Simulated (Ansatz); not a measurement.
System: CsCl-type TiOs. Method: r²SCAN (Ansatz, an electronic-structure program, PAW).

Run with plane-wave cutoff 560 eV, 18×18×18 k mesh, Fermi–Dirac smearing 0.05 eV, no spin polarisation, scalar-relativistic PAW data made under PBE.

Computed at the level's own relaxed cell.

Q: Give the computed equilibrium lattice constant a and bulk modulus B0.

A: 
* **equilibrium lattice constant a**: 3.081 Å
* **bulk modulus B0**: 263 GPa

The run finds no gap.

Note: the bulk modulus is −V dP/dV from two relaxed cells at ±2 % in volume.

Spin–orbit coupling is not included.

Computed values are for the static lattice.

It cost roughly 100 core-seconds of CPU time.
